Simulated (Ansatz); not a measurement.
Consider the following.

```
GaP
1.0
    3.85488     0.00000     0.00000
    0.00000     3.85488     0.00000
    1.92744     1.92744     2.72581
Ga P
1 1
Direct
  0.00000   0.00000   0.00000
  0.75000   0.25000   0.50000
```

Space group of this cell: F-43m, zinc blende. The cell is taken as given.

These are r2SCAN (plane waves, PAW; Ansatz, an electronic-structure program) values and carry that method's errors.

The current runs along the normal of the first two printed vectors; no spin-orbit coupling. Scaled by the factor s: both lengths across the current (ions clamped). Meshes 12×12×12 and 8×8 across the current in all rows.

```csv
s,mean pressure (GPa),slowest mid-gap decay constant κ (1/Å)
0.98,3.9,?
1.00,0.0,0.136
1.02,-3.2,0.118
```

Task: Take the slope of the slowest mid-gap decay constant κ against ln s from the two given rows, extrapolate to s = 0.98, and say what the run there gives.

Result: Slope = (0.118 − 0.136) / ln 1.02 = -0.909 1/Å. The line gives 0.136 + (-0.909) × ln 0.98 = 0.154 1/Å. The run gives 0.151 1/Å, 0.003 1/Å under the line, 18 % of the predicted step.
